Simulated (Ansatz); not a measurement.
Consider TiAl (space group P4/mmm, No. 123; a = 2.8129 Å, c = 4.0584 Å). Axes: x, y, z lie along a, b, c of the conventional cell.

The values are results of r2SCAN, PAW, 500 eV (Ansatz, an electronic-structure program; no spin-orbit coupling), not measurements.

Base values:

```
Property                         Value
-----------------------------  -------
Pressure                       0.0 GPa
Shortest interatomic distance  2.813 Å
```

The change: uniaxial strain ε_xx = +0.94 %, all other strain components held at zero; the atoms relax in the strained cell.

Q: How does this affect the energy relative to the base, pressure and shortest interatomic distance?

A: The energy increases by 0.9 meV/atom; the pressure (mean of the normal stresses, compression positive) goes from zero to -1.1 GPa; the shortest interatomic distance is still 2.813 Å.

Without a gap, meshes like the base's 16×16×12 leave anisotropic stresses uncertain by several tenths of a GPa, and small strain energies with them. No phonon test of stability was made. The final runs are not spin-polarised.
